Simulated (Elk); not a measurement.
```yaml
crystal:
  lattice:
    - [3.49732, 0.00000, 0.00000]
    - [0.00000, 3.49732, 0.00000]
    - [0.00000, 0.00000, 3.49732]
  atoms:
    - { symbol: Fe, position: [0.00000, 0.00000, 0.00000], spin: 4.0 }
    - { symbol: Ni, position: [0.00000, 0.50000, 0.50000], spin: 2.0 }
    - { symbol: Ni, position: [0.50000, 0.00000, 0.50000], spin: 2.0 }
    - { symbol: Ni, position: [0.50000, 0.50000, 0.00000], spin: 2.0 }
```
(The spins are starting values, not results.)

Method of the run: PBE, all-electron FP-LAPW, Elk's shipped species files, default APW+lo basis (Elk).

The set-up and first iterations of an Elk log for FeNi3 (Pm-3m, 4 atoms in the cell):

```
│ Elk code version 10.2.4 │

All units are atomic (Hartree, Bohr, etc.)

│ Ground-state run starting from atomic densities │

Lattice vectors :
   6.608975080       0.000000000       0.000000000
   0.000000000       6.608975080       0.000000000
   0.000000000       0.000000000       6.608975080

Unit cell volume      :    288.6704592
Brillouin zone volume :   0.8592850621

Muffin-tin inner radius fraction :   0.1000000000E-01

Nuclei treated as point charges

Species :    1 (Fe)
 parameters loaded from : Fe.in
 name : iron
 nuclear charge    :   -26.00000000
 electronic charge :    26.00000000
 atomic mass :    101799.2074
 muffin-tin radius :    2.232000000
 number of radial points in muffin-tin :    497
 atomic positions (lattice), magnetic fields (Cartesian) :
   1 :   0.00000000  0.00000000  0.00000000    0.00000000  0.00000000 -1.00000000

Species :    2 (Ni)
 parameters loaded from : Ni.in
 name : nickel
   [... lines left out ...]
 using average radius
Maximum |G+k| for APW functions       :    3.136200717
Maximum (1/2)|G+k|²                   :    4.917877468
Maximum |G| for potential and density :    12.00000000
 potential will be trimmed for |G| > 2 gkmax
Constant for pseudocharge density :    7
Radial integration step length :    4

G-vector grid sizes :     27    27    27
Number of G-vectors :     8385

Maximum angular momentum used for
 APW functions                      :    8
 outer part of muffin-tin           :    6
 inner part of muffin-tin           :    1

Total nuclear charge    :   -110.0000000
Total core charge       :    46.00000000
Total valence charge    :    64.00000000
Total excess charge     :    0.000000000
Total electronic charge :    110.0000000

Effective Wigner radius, rₛ :   0.8556713997

Number of empty states         :   32
Total number of valence states :  128
Total number of core states    :   46

Total number of local-orbitals :   69

Exchange-correlation functional :     20     0     0
 Perdew-Burke-Ernzerhof, Phys. Rev. Lett. 77, 3865 (1996)
 gradient requirement :    1
 generalised gradient approximation (GGA)

Smearing type :    3
 Fermi-Dirac
Smearing width :   0.4997910000E-02
Effective electronic temperature (K) :    1578.215154

Mixing type :    3
 Broyden mixing, J. Phys. A: Math. Gen. 17, L317 (1984)

Kohn-Sham potential initialised from atomic data
│ Self-consistent loop started │
│ Loop number : 1 │
 total energy                :     -5836.90921665
 total moment                :    6.101149334
│ Loop number : 2 │
 total energy                :     -5837.39796011
 total moment                :    6.092093655
RMS change in Kohn-Sham potential (target) :    2.453742802     (  0.1000000000E-05)
Absolute change in total energy (target)   :   0.4887434509     (  0.1000000000E-03)
│ Loop number : 3 │
 total energy                :     -5830.24780309
 total moment                :    5.256790446
RMS change in Kohn-Sham potential (target) :    1.763120063     (  0.1000000000E-05)
Absolute change in total energy (target)   :    7.027971152     (  0.1000000000E-03)
│ Loop number : 4 │
 total energy                :     -5825.13737960
 total moment                :    3.322016906
RMS change in Kohn-Sham potential (target) :    1.315272073     (  0.1000000000E-05)
Absolute change in total energy (target)   :    6.867416282     (  0.1000000000E-03)
│ Loop number : 5 │
 total energy                :     -5840.85099400
 total moment                :   0.3258030774
RMS change in Kohn-Sham potential (target) :   0.5396032743     (  0.1000000000E-05)
Absolute change in total energy (target)   :    13.99676033     (  0.1000000000E-03)
│ Loop number : 6 │
 total energy                :     -5831.85841958
 total moment                :  -0.7906191455
RMS change in Kohn-Sham potential (target) :   0.1898614119     (  0.1000000000E-05)
   [... lines left out ...]
```

How does the run end?

The run converged in 28 iterations. Its thresholds were met; that alone does not show that basis and mesh suffice. It ends on: free energy E − TS -158792.9975 eV; Fermi level (on the code's own zero) 8.90 eV; size of the cell's spin moment 4.67 μB; site moments (μB, in the program's spheres or projections) Fe -2.83, Ni -0.64, Ni -0.64, Ni -0.64. The log goes on:

```
│ Loop number : 19 │
 total energy                :     -5835.53871445
 total moment                :   -4.650571284
   [... lines left out ...]
Absolute change in total energy (target)   :   0.7184802453E-03 (  0.1000000000E-03)
│ Loop number : 26 │
 total energy                :     -5835.53496611
 total moment                :   -4.665928953
RMS change in Kohn-Sham potential (target) :   0.1923901547E-05 (  0.1000000000E-05)
Absolute change in total energy (target)   :   0.1032208093E-04 (  0.1000000000E-03)
│ Loop number : 27 │
 total energy                :     -5835.53505036
 total moment                :   -4.666041176
RMS change in Kohn-Sham potential (target) :   0.3765909972E-06 (  0.1000000000E-05)
Absolute change in total energy (target)   :   0.8682204498E-04 (  0.1000000000E-03)
Convergence targets achieved

│ Loop number : 28 │

Energies :
 Fermi                       :     0.327174617740
 xc effective B-field        :    -0.191678427782
 external B-field            :      0.00000000000
 total energy                :     -5835.53502605
 (external B-field energy excluded from total)

Density of states at Fermi energy :    89.17591553
 (states/Hartree/unit cell)

Estimated indirect band gap :   0.4350267835E-03
 from k-point     29 to k-point     10
Estimated direct band gap   :   0.4679883018E-02
 at k-point     30

Charges :
 core                        :    46.00000000
 valence                     :    64.00000000
 interstitial                :    4.230762015
 muffin-tins (core leakage)
  species :    1 (Fe)
   atom    1                 :    24.68158588     (  0.1758593271E-11)
  species :    2 (Ni)
   atom    1                 :    27.02921737     (  0.6878133527E-03)
   [... lines left out ...]
 total charge                :    110.0000000
 error                       :   0.1246412652E-01

Moments :
 interstitial                :   0.8840419361E-01
 muffin-tins
  species :    1 (Fe)
   atom    1                 :   -2.826556143
  species :    2 (Ni)
   atom    1                 :  -0.6426371392
   atom    2                 :  -0.6426371392
   atom    3                 :  -0.6426371392
 total in muffin-tins        :   -4.754467561
 total moment                :   -4.666063367

│ Self-consistent loop stopped │
```

For comparison: a first run was changed to give this one (lattice scaled by 0.98), and from it to this one the free energy rises by 7.4 meV/atom and the size of the net moment moves little (1.20 to 1.17 μB/atom).

The starting cell comes from a database of computed structures (which also holds hypothetical and non-ambient phases and stackings), without a prior relaxation at this level. Its lattice was rescaled by a random factor within 2.5 % of one. For this run, on top of that: lattice scaled by 0.98. The magnetic order is the one reached from the typed start; others were not searched systematically. Values depend on the basis (sphere radii, cutoffs, local orbitals), which need not be converged. The log's line on a gap gives a spacing of levels on this mesh, which the program prints for metals too.

The run was DFT, PBE, all-electron FP-LAPW, Elk's shipped species files, default APW+lo basis. Main settings of its input:

```
setting                                                                      value
--------  ------------------------------------------------------------------------
xctype                                                                          20
spinpol                                                                       true
rgkmax                                                                           7
stype                                                                            3
swidth                                                               0.00499791 Ha
ngridk                                                                       9 9 9
reducebf                                                                       0.5
rmtscf                                                                        0.93
nempty                                                                  8 per atom
bfcmt     [[0.0, 0.0, -1.0], [0.0, 0.0, -0.5], [0.0, 0.0, -0.5], [0.0, 0.0, -0.5]]
```
